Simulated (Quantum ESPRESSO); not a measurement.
Troubleshooting Quantum ESPRESSO: a failed run on SrMg6Zr (Amm2, 8 atoms in the cell). The aim is a self-consistent single point with DFT, PBEsol, plane waves, SSSP 1.1.2 efficiency (PBE) pseudopotentials.

Input as run:

```fortran
&control
   calculation = 'scf'
   prefix = 'pwscf'
   outdir = './tmp'
   pseudo_dir = './'
   tprnfor = .true.
   tstress = .true.
/
&system
   ibrav = 0
   nat = 8
   ntyp = 3
   ecutwfc = 40.0
   ecutrho = 320
   occupations = 'smearing'
   smearing = 'fermi-dirac'
   degauss = 0.0099958
   input_dft = 'pbesol'
/
&electrons
   conv_thr = 1.0e-11
/
ATOMIC_SPECIES
Sr    87.6200  Sr_pbe_v1.uspp.F.UPF
Mg    24.3050  Mg.pbe-n-kjpaw_psl.0.3.0.UPF
Zr    91.2240  Zr_pbe_v1.uspp.F.UPF
ATOMIC_POSITIONS bohr
Sr    4.98460619    0.00000000   13.64724933
Mg    0.00000000   -3.54743591   12.54316124
Mg    0.00000000    3.54743591   12.54316124
Mg    0.00000000    0.00000000    7.45036949
Mg    4.98460619   -3.55610678    8.54682857
Mg    4.98460619    3.55610678    8.54682857
Mg    4.98460619    0.00000000    3.38982593
Zr    0,00000000    0,00000000   18,09899186
K_POINTS automatic
4 3 3  0 0 0
CELL_PARAMETERS angstrom
   5.27548000     0.00000000     0.00000000
   0.00000000     3.47608000     5.60708500
   0.00000000    -3.47608000     5.60708500
```

Log, with long lists cut:

```
     This program is part of the open-source Quantum ESPRESSO suite
     for quantum simulation of materials; please cite

[eval_infix.c] A parsing error occurred
helper string:
0,00000000
error code:
Error: invalid token: ,

 %%%%%%%%%%%%%%%%%%%%%%%%%%%%%%%%%%%%%%%%%%%%%%%%%%%%%%%%%%%%%%%%%%%%%%%%%%%%%%
     Error in routine card_atomic_positions (1):
     Error while parsing atomic position card.
 %%%%%%%%%%%%%%%%%%%%%%%%%%%%%%%%%%%%%%%%%%%%%%%%%%%%%%%%%%%%%%%%%%%%%%%%%%%%%%

     stopping ...
```

Problem. Read the log: what does the program object to, and what is the fix?

Solution. The fault is decimal commas. The program does not read a comma as a decimal mark. To fix it, use decimal points. The program stopped before any SCF iteration.

An input that runs soundly differs in these lines (not the only fix; some lines may just follow from the change or write a value another way):
```diff
-   ecutwfc = 40.0
+   ecutwfc = 40
-Zr    0,00000000    0,00000000   18,09899186
+Zr    0.00000000    0.00000000   18.09899186
```

With that input, the run converged in 18 iterations: free energy E − TS -4971.4913 eV; Fermi level (on the code's own zero) 5.23 eV; pressure -1.07 GPa; largest force (vector length) 0.112 eV/Å (DFT, PBEsol, plane waves, SSSP 1.1.2 efficiency (PBE) pseudopotentials).

On the sound input: the starting cell comes from a database of computed structures (which also holds hypothetical and non-ambient phases and stackings), without a prior relaxation at this level.
